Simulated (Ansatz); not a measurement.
Consider MgO in the rock salt structure (space group Fm-3m, No. 225; a = 4.204 Å). Axes: x, y, z lie along the cube axes.

Level of theory: Ansatz (a first-principles code) r2SCAN, spin-orbit coupling left out.

Strains are applied to the cell and any free atomic positions relax.

One change was made to it. Results:

| quantity | base | after |
|---|---|---|
| energy relative to the base (free energy F) | 0 meV/atom | +0.9 meV/atom |
| band gap | 5.68 eV | 5.57 eV |

Q: Which change produced these results?
A. uniaxial strain ε_zz = +1.50 %
B. uniaxial strain ε_zz = +2.00 %
C. uniaxial strain ε_zz = +2.50 %
D. uniaxial strain ε_zz = +3.00 %
E. uniaxial strain ε_zz = +1.00 %

A: E, uniaxial strain ε_zz = +1.00 %. For comparison, the band gap in the other runs: uniaxial strain ε_zz = +1.50 % gives 5.51 eV; uniaxial strain ε_zz = +2.00 % gives 5.45 eV; uniaxial strain ε_zz = +2.50 % gives 5.40 eV; uniaxial strain ε_zz = +3.00 % gives 5.34 eV.

No phonon test of stability was made.
